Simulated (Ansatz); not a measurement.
HfO2 in the CdI2 type structure (space group P-3m1, No. 164; a hypothetical phase, not in the database extracts checked; layered, stacked along the Cartesian z axis)

```
CELL_PARAMETERS angstrom
      3.20848     0.00000     0.00000
     -1.60424     2.77863     0.00000
      0.00000     0.00000     4.51462
ATOMIC_POSITIONS crystal
  Hf 0.00000 0.00000 0.00000
  O  0.33333 0.66667 0.21391
  O  0.66667 0.33333 0.78609
```

Calculations: PBEsol-D3(BJ)/PAW in Ansatz (an electronic-structure program), no spin-orbit coupling. k-mesh 12×12×7 (Γ-centred); smearing 0.05 eV (Fermi–Dirac).

```json
{
  "volume_per_atom": "13.42 Å³",
  "density": "8.68 g/cm³",
  "band_gap": "4.40 eV, indirect, K–Γ (71 % along) → M",
  "total_energy": "-5574.996 eV/atom (σ→0; compares only within this code and set-up)"
}
```

With Hf present, leaving out spin-orbit coupling can change the band edges. Stability against distortions was not tested.
